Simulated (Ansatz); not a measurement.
# A constructed model of the (0001) surface of hcp Ru, a pseudomorphic layer of Fe in the other hollow (bottom of the slab: a bare face, its two planes held)

Computed with PBE (plane waves to 420 eV, PAW; Ansatz, an electronic-structure program).

Slab: 7 atoms, 13.2 Å thick at the start with caps and adatoms (thin: gaps and levels are the slab's own); k 16x16x1, smearing 0.1 eV, dipole-corrected; 2 atoms held, the rest relaxed; start symmetry kept, larger cells not searched; spin-polarised, ending with about 2.7 μB a cell; orders that need a larger cell were not tried, no spin-orbit, no U. In PBE it lies 0.09 eV a 1x1 cell over the lowest computed structure of the same composition (a pseudomorphic layer of Fe in the host's stacking).

```
Property                                       Result
-----------------------------  ----------------------
work function of the top face                 4.48 eV
energy released by relaxation                 0.20 eV
magnetic moment of the cell                   2.72 μB
cost                           roughly 4 core-minutes
```
